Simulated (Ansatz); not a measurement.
Cells marked so need not be the phases stable at ambient conditions, and some may be hypothetical.

No gap correction and no spin-orbit coupling; mid-gap values are interpolated between computed energies.

A. Ca(ZnP)$_{2}$ (P-3m1, not sure to be the ambient phase, 5 atoms a cell, 19.0 Å³ an atom), along the normal of (110)
B. KZn₂BCl₂O₃ (R32, not sure to be the ambient phase, 9 atoms a cell, 21.8 Å³ an atom, -2 GPa at this level), along the normal of (101)
C. RbLaS$_{2}$ (R-3m, not sure to be the ambient phase, 4 atoms a cell, 30.9 Å³ an atom), along the normal of (110)
D. Rb₂PdBr₆ (Fm-3m, not sure to be the ambient phase, 9 atoms a cell, 32.0 Å³ an atom), along the normal of (001)
E. K2TeBr6 (Fm-3m, not sure to be the ambient phase, 9 atoms a cell, 33.6 Å³ an atom), along the normal of (111)

Question: Put the candidates in order of mid-gap decay constant of the slowest evanescent state, lowest first, for r2SCAN run with Ansatz (a quantum-chemistry and plane-wave program).

Answer: A (0.11 1/Å), D (0.18 1/Å), E (0.23 1/Å), C (0.28 1/Å), B (0.38 1/Å)
